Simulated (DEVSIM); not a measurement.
Structure: abrupt InP n-p junction, at 300 K.

```csv
layer (left to right),material,thickness (μm),Nd (cm⁻³),Na (cm⁻³),τn (s),τp (s)
1,InP,1.40,1.1e16,-,2e-9,2e-9
2,InP,120,-,1e16,2e-9,2e-9
```

Left contact: ohmic. Right contact: ohmic. Voltage is applied to the left contact. Recombination: SRH at mid-gap, radiative. Mobility is constant in doping.

This is a model device: material constants are rounded textbook-type values typed into the input, and sizes, dopings and lifetimes were drawn at random. Values at 300 K.

| parameter | InP |
|---|---|
| gap (eV) | 1.344 |
| affinity (eV) | 4.38 |
| permittivity | 12.5 |
| Nc (cm⁻³) | 5.7e17 |
| Nv (cm⁻³) | 1.1e19 |
| μn (cm²/Vs) | 5200 |
| μp (cm²/Vs) | 170 |
| B (cm³/s) | 1.2e-10 |

Simulated with DEVSIM: 1D drift-diffusion, Boltzmann statistics, complete ionisation; no tunnelling, impact ionisation, image-force lowering or self-heating.

The doping Nd of layer 1 was swept, all else fixed.

```json
[
 {"doping Nd of layer 1 (cm^-3)": "3.3e14", "largest field in the device at zero bias (V/cm)": "10000", "dark forward voltage at 1 A/cm² (V)": "0.892", "potential step across the device at zero bias (V)": "0.970"},
 {"doping Nd of layer 1 (cm^-3)": "1.1e15", "largest field in the device at zero bias (V/cm)": "17000", "dark forward voltage at 1 A/cm² (V)": "0.914", "potential step across the device at zero bias (V)": "1.001"},
 {"doping Nd of layer 1 (cm^-3)": "3.3e15", "largest field in the device at zero bias (V/cm)": "27000", "dark forward voltage at 1 A/cm² (V)": "0.930", "potential step across the device at zero bias (V)": "1.030"},
 {"doping Nd of layer 1 (cm^-3)": "1.1e16", "largest field in the device at zero bias (V/cm)": "39000", "dark forward voltage at 1 A/cm² (V)": "0.939", "potential step across the device at zero bias (V)": "1.061"},
 {"doping Nd of layer 1 (cm^-3)": "3.3e16", "largest field in the device at zero bias (V/cm)": "(withheld)", "dark forward voltage at 1 A/cm² (V)": "0.941", "potential step across the device at zero bias (V)": "1.089"},
 {"doping Nd of layer 1 (cm^-3)": "1.1e17", "largest field in the device at zero bias (V/cm)": "53000", "dark forward voltage at 1 A/cm² (V)": "0.942", "potential step across the device at zero bias (V)": "1.120"}
]
```

Q: Complete the blanks.

A: 
- 3.3e16, largest field in the device at zero bias (V/cm): 48000
